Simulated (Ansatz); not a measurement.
The parent structure is GaAs in the zinc blende structure (space group F-43m, No. 216; a = 5.659 Å). Axes: x, y, z lie along the cube axes.

Level of theory: PBEsol, PAW, 420 eV (Ansatz, a quantum-chemistry and plane-wave program; no spin-orbit coupling).

For the base:

| Item | Result |
|---|---|
| Band gap | 0.42 eV |
| Shortest interatomic distance | 2.450 Å |
| Valence-band top at Γ | 0.00, 0.00, 0.00 eV |

Perturbation: the cell is compressed by 0.48 % along x with no lateral relaxation, atoms relaxed at fixed cell.

Problem. How does this affect the stress, band gap, shortest interatomic distance and valence-band top at Γ?

Solution. The stress (xx, yy, zz, yz, xz, xy; compression positive) amounts to (0.53, 0.24, 0.24, 0.00, 0.00, 0.00) GPa; the band gap rises by 0.02 eV to 0.44 eV; the shortest interatomic distance shrinks by 0.0039 Å (2.450 Å → 2.447 Å); the valence-band top at Γ (three highest levels, from the VBM) goes from 0.00, 0.00, 0.00 eV to 0.00, -0.03, -0.03 eV.

The cells carry an imposed strain or load. Stability against distortions was not tested.
